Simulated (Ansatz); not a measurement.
By PBEsol, the system below comes out a metal.

Data:

```
CoSi2
1.0
    3.75675     0.00000     0.00000
   -1.87837     3.25344     0.00000
    1.87837     1.08448     3.06737
Co Si
1 2
Cartesian
  0.00000   0.00000   0.00000
  1.87837   1.08448   0.76684
  1.87837   3.25344   2.30053
```

The cell is taken as given.

The current flows along the normal of the first two printed cell vectors, the (111) plane of the conventional cell. No spin-orbit coupling; the value is a mean over 0.1 eV about the Fermi level.

Question: Predict the ballistic conductance per area from PBEsol run with Ansatz (an electronic-structure program).

Answer: 0.84 × 10¹⁵ S/m² for both spins.
